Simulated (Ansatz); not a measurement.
Worked example: self-consistent single point of PbCClO2 (P1, 10 atoms in the cell) in Ansatz (a quantum-chemistry and plane-wave program).

Level of theory: PBEsol, default PAW files made with PBE (plane waves; Ansatz).

```yaml
crystal:
  lattice:
    - [2.97055, -2.93570, 0.00000]
    - [2.97055, 2.93570, 0.00000]
    - [-0.85911, 0.00000, 9.38195]
  atoms:
    - { symbol: C, position: [0.35848, 0.63729, 0.50180] }
    - { symbol: C, position: [0.63279, 0.36619, 0.49603] }
    - { symbol: Cl, position: [0.27060, 0.27578, 0.11686] }
    - { symbol: Cl, position: [0.72677, 0.72332, 0.88290] }
    - { symbol: O, position: [0.32536, 0.78767, 0.38724] }
    - { symbol: O, position: [0.21795, 0.67278, 0.61202] }
    - { symbol: O, position: [0.67399, 0.21156, 0.61174] }
    - { symbol: O, position: [0.78656, 0.32592, 0.38887] }
    - { symbol: Pb, position: [0.77287, 0.77275, 0.22360] }
    - { symbol: Pb, position: [0.23463, 0.22674, 0.77895] }
```

Reference input (self-consistent single point, DFT, PBEsol, plane waves, default PAW files made with PBE): basis.ecutwfc = 420 eV; kpoints.mp_grid.grid = 6 6 3; hamiltonian.xc = pbesol; hamiltonian.pseudopotentials = {kind: paw} (the program's default PAW files); scf.occupations.method = fermi_dirac; scf.occupations.width = 0.05 eV. This run's input differs from it in these lines:

Ansatz 0.2 input:
```diff
@@ -17,3 +17,3 @@
 basis:
-  ecutwfc: 420.0
+  ecutwfc: 485.0
 kpoints:
```

The program printed (abridged):

```
SCF iter   1: F=—  HF=-28370.144800 eV  |F-HF|=—  |Δ(HF+E_count)|=         —  Δρ=8.84e-3  dr2=1.19e-1  ethr=1.77e-3  ⟨swp⟩=8.6  Hψ=13067  notcnv=0  defer=50
all-band conjugate gradients solve this SCF's bands
preconditioner: auto → Resta (q_TF=auto, 2.390 Å⁻¹)
SCF iter   2: F=—  HF=-28370.114969 eV  |F-HF|=—  |Δ(HF+E_count)|=   2.98e-2  Δρ=2.50e-3  dr2=1.01e-2  ethr=1.61e-4  ⟨swp⟩=2.0  Hψ=5473  notcnv=0  defer=108
   [... lines left out ...]
SCF iter   6: F=—  HF=-28370.113943 eV  |F-HF|=—  |Δ(HF+E_count)|=   1.04e-4  Δρ=5.30e-5  dr2=3.40e-6  ethr=9.37e-8  ⟨swp⟩=2.0  Hψ=4537  notcnv=0  defer=108
SCF iter   7: F=—  HF=-28370.113947 eV  |F-HF|=—  |Δ(HF+E_count)|=   3.74e-6  Δρ=1.61e-5  dr2=4.44e-7  ethr=4.60e-9  ⟨swp⟩=2.2  Hψ=3871  notcnv=0  defer=108
SCF iter   8: F=—  HF=-28370.113947 eV  |F-HF|=—  |Δ(HF+E_count)|=   5.20e-7  Δρ=1.15e-5  dr2=2.10e-7  ethr=1.35e-10  ⟨swp⟩=12.2  Hψ=14068  notcnv=0
SCF iter   9: F=-28370.113947 eV  HF=-28370.113947 eV  |F-HF|=6.18e-10  |Δ(HF+E_count)|=   4.06e-8  Δρ=4.08e-6  dr2=2.92e-8  ethr=1.35e-10  ⟨swp⟩=5.1  Hψ=10098  notcnv=0
SCF 1 converged in 9 iterations: F = -28370.113947 eV  dr2 = 2.92e-8
Free energy (F): -28370.113947 eV
Internal energy: -28370.113947 eV  (E = F + TS)
E sigma→0 (E₀):  -28370.113947 eV
Fermi energy:    6.713550 eV
--- Forces (eV/Å), atoms counted from 1 ---
  atom   1  C      0.98565517    -2.03959523    -2.29578809
  atom   2  C     -1.08101435     0.72296248     2.86189896
  atom   3  Cl    -0.00619106    -0.02384675    -0.04423761
  atom   4  Cl     0.01671007     0.02918064     0.08265362
  atom   5  O     -0.45101363     0.23413121     1.01902707
  atom   6  O     -0.41593572     1.11524356     0.87329218
  atom   7  O      0.59866677     0.52227973    -1.60830209
  atom   8  O      0.33759773    -0.54225259    -0.74657633
  atom   9  Pb     0.00010667    -0.00412107    -0.13728065
  atom  10  Pb     0.01541015    -0.01399127    -0.00463381
--- Stress (GPa, compression-positive) ---
       -0.989610      -0.318795       0.320036
       -0.318794      -0.808255       1.974190
        0.320037       1.974193      -1.533794
  P = ⅓ Tr σ = -1.1106 GPa (-11.106 kbar)
  The stress holds the Pulay correction. Without it, at fixed plane waves, as pw.x and ABINIT print it: P = -1.1355 GPa
```

The run converged in 9 iterations. Against the reference run the free energy goes down by 3.2 meV/atom, the pressure stays at -1.11 GPa, the largest force moves little (3.231 to 3.225 eV/Å) and the gap on the mesh stays at 2.803 eV.

The starting cell comes from a database of published, mostly measured structures (it also holds non-ambient and calculated ones), without a prior relaxation at this level. Its atoms were displaced at random from the sites of space group no. 12. Spin-orbit coupling is off. Forces in this geometry exceed 1 eV/Å. Ansatz's pressure includes its estimate of the finite-basis (Pulay) stress.

Cost on one core of a shared machine: roughly 30 s.
